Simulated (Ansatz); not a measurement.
**A computed series for hypothetical Amm2 Al2O3: response to strain**

The parent structure is Al$_{2}$O$_{3}$ (space group Amm2, No. 38; a = 2.823 Å, b = 5.326 Å, c = 8.305 Å; a hypothetical phase, not in the database extracts checked). Axes: x, y, z lie along a, b, c of the conventional cell.

Strains are applied to the cell and any free atomic positions relax; under biaxial strain the out-of-plane vector relaxes too.

Calculations: PBEsol (Ansatz, an electronic-structure program), spin-orbit coupling left out.

Notes on the quantities. pressure: mean of the normal stresses, compression positive.

```tsv
change	band gap	gap character	pressure	volume per atom	width of the top valence band
base	4.01 eV	indirect, T → Γ	0.0 kbar	12.49 Å³	1.11 eV
biaxial strain +3.58 %, plane normal [001], relaxed out of plane	3.59 eV	direct at Γ	-61.4 kbar	…	1.12 eV
uniaxial strain ε_yy = +3.65 %	…	direct at Γ	-52.6 kbar	12.94 Å³	0.91 eV
uniaxial strain ε_zz = +0.98 %	3.97 eV	indirect, T → Γ	-12.7 kbar	12.61 Å³	1.12 eV
```

Task: Some entries are withheld; estimate them.

Result: 
- biaxial strain +3.58 %, plane normal [001], relaxed out of plane, volume per atom: 12.88 Å³
- uniaxial strain ε_yy = +3.65 %, band gap: 3.88 eV

No phonon test of stability was made. The base started in Cc and relaxed to Amm2 at this level.
